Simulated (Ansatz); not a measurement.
## A computed series for WSi2: response to strain

Consider WSi$_{2}$ (space group I4/mmm, No. 139; a = 3.229 Å, c = 7.870 Å; relaxed with 0.1 eV smearing).

Strains are applied to the cell and any free atomic positions relax.

Method: Ansatz (an electronic-structure program) PBE, without spin-orbit coupling.

Notes on the quantities. energy relative to the base: free energy F; pressure: mean of the normal stresses, compression positive.

```json
[
 {"case": "base", "energy relative to the base": "0 meV/atom", "pressure": "0.0 GPa", "volume per atom": "13.67 Å³"},
 {"case": "isotropic strain −2.50 %", "energy relative to the base": "+57 meV/atom", "pressure": "19.6 GPa", "volume per atom": "12.67 Å³"},
 {"case": "isotropic strain −2.00 %", "energy relative to the base": "+36 meV/atom", "pressure": "15.1 GPa", "volume per atom": "12.87 Å³"},
 {"case": "isotropic strain −1.50 %", "energy relative to the base": "+20 meV/atom", "pressure": "10.9 GPa", "volume per atom": "13.07 Å³"},
 {"case": "isotropic strain −1.00 %", "energy relative to the base": "+8.7 meV/atom", "pressure": "7.0 GPa", "volume per atom": "13.27 Å³"},
 {"case": "isotropic strain +0.50 %", "energy relative to the base": "+2.1 meV/atom", "pressure": "-3.2 GPa", "volume per atom": "13.88 Å³"},
 {"case": "isotropic strain +1.00 %", "energy relative to the base": "[?]", "pressure": "[?]", "volume per atom": "14.09 Å³"},
 {"case": "isotropic strain +2.00 %", "energy relative to the base": "+31 meV/atom", "pressure": "-11.3 GPa", "volume per atom": "14.51 Å³"},
 {"case": "isotropic strain +2.50 %", "energy relative to the base": "+48 meV/atom", "pressure": "-13.6 GPa", "volume per atom": "14.73 Å³"},
 {"case": "isotropic strain +3.00 %", "energy relative to the base": "+68 meV/atom", "pressure": "-15.8 GPa", "volume per atom": "14.94 Å³"}
]
```

Fill in the withheld entries from the trend.


- isotropic strain +1.00 %, energy relative to the base: +8.1 meV/atom
- isotropic strain +1.00 %, pressure: -6.1 GPa

Whether these cells are dynamically stable was not tested. The final runs are not spin-polarised.
